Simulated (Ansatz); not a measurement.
# CsPbCl3, pressure series

Start from CsPbCl$_{3}$ in the cubic perovskite structure (space group Pm-3m, No. 221; a = 5.736 Å).

Cell and atoms are relaxed at each pressure.

Computed with DFT with PBE, PAW potentials and a 420 eV plane-wave cutoff in Ansatz (an electronic-structure program), without spin-orbit coupling.

### Question
Only one of these has no band gap. Which?
(A) pressure 7 GPa
(B) pressure 3 GPa
(C) pressure 30 GPa

### Answer
C, pressure 30 GPa. Computed: pressure 7 GPa: 1.22 eV; pressure 30 GPa: zero; pressure 3 GPa: 1.75 eV

With Pb present, leaving out spin-orbit coupling can change the band edges. Load acts through the strain it causes; cell and atoms are relaxed under it. Whether these cells are dynamically stable was not tested. No other phases were tried under pressure. All final runs are without spin polarisation. Many cubic perovskites are stable only at high temperature; tilts and polar distortions were not tested. This is not the structure that CsPbCl3 has at room temperature and ambient pressure. The zero or small gap of CsPbCl3 under pressure 30 GPa can change with the level of theory.
